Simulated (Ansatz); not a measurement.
A constructed model of the (100) surface of fcc Ir, a layer of Pt in place of the second plane (bottom of the slab: a bare face, its two planes held)

All values below come from PBE (plane waves to 420 eV, PAW; Ansatz, a program for electronic structure).

Slab: 6 atoms, 9.6 Å thick at the start (thin: gaps and levels are the slab's own); k 14x14x1, smearing 0.1 eV, dipole-corrected; 2 atoms held, the rest relaxed; symmetry of the start imposed; no spin, no spin-orbit, no U. It is one candidate, not shown to be the stable structure of the face.

```yaml
work_function_of_the_top_face: 5.66 eV
energy_released_by_relaxation: 0.050 eV
cost: about 120 core-seconds (a rough figure)
```
